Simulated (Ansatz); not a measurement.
The parent structure is Hf$_{3}$N$_{4}$ (space group I-43d, No. 220; a = 6.6511 Å).

Level of theory: PBEsol (Ansatz, a first-principles code, PAW, without spin-orbit coupling).

One change was made to it. Results:

The band gap remains 1.02 eV; the electron mass (degenerate bands, along [100]) remains 0.29, 0.42 mₑ (at Γ); the density goes up by 0.04 g/cm³ to 13.39 g/cm³.

Task: Which of these changes matches the shifts?
A. pressure −2 GPa
B. pressure 1.5 GPa
C. pressure 3 GPa
D. pressure −1 GPa
E. pressure 0.7 GPa

Result: E, pressure 0.7 GPa. For comparison, the density in the other runs: pressure −1 GPa gives 13.30 g/cm³; pressure −2 GPa gives 13.24 g/cm³; pressure 1.5 GPa gives 13.43 g/cm³; pressure 3 GPa gives 13.51 g/cm³.

Spin-orbit coupling, missing from the scalar runs, can matter with Hf. Load acts through the strain it causes; cell and atoms are relaxed under it. Masses are band curvatures over ±0.01 Å⁻¹ around the edge. Whether these cells are dynamically stable was not tested.
